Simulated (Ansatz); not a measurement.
Start from Mg₂Ge in the anti-fluorite structure (space group Fm-3m, No. 225; a = 6.3644 Å).

The values are results of PBEsol (Ansatz, a first-principles code), no spin-orbit coupling, not measurements.

One change was made to it. Results:

```csv
quantity,base,after
band gap,0.08 eV,zero
lattice parameter a,636.4 pm,644.4 pm
```

Q: Which change produced these results?
A. Ge → Sn
B. Ge → C
C. Ge → As

A: C, Ge → As. For comparison, the lattice parameter a in the other runs: Ge → Sn gives 674.6 pm; Ge → C gives 542.4 pm.

Whether these cells are dynamically stable was not tested. As relaxed here, Mg2As and Mg2C are hypothetical phases, not in the database extracts checked. All final runs are without spin polarisation. An odd electron count without spin: Mg2As. A zero or small gap of Mg2Ge can be the functional's error rather than a property of the material.
